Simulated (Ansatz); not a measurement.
**BaO (P6₃/mmc, No. 194, 4 atoms in the cell; start mp-1178514; a measured phase of this formula has another space group)**

All values below come from LDA in Ansatz (plane waves, PAW).

Run with plane-wave cutoff 520 eV, 12×12×6 k mesh (along the axes of the cell as run), Fermi–Dirac smearing 0.01 eV, scalar-relativistic PAW data made under PBE.

Cell (relaxed with PBEsol):

```xyz
4
Lattice="4.4912 0.0000 0.0000 -2.2456 3.8895 0.0000 0.0000 0.0000 5.5235" Properties=species:S:1:pos:R:3 pbc="T T T"
Ba     2.2456     1.2965     2.4167
Ba     0.0000     2.5930     5.1784
O      2.2456     1.2965     5.1781
O      0.0000     2.5930     2.4164
```

- band gap = 2.02 eV
- smallest direct gap on the k points sampled = 2.03 eV

Note: cell and atoms aren't relaxed at this level (pressure -2.0 GPa).

Spin–orbit coupling is not included.

Static lattice: no zero-point or thermal effects.

It cost roughly 40 core-seconds of CPU time.

A start named mp-… is a Materials Project structure, which need not be a measured phase.

Ansatz is a program for electronic structure.
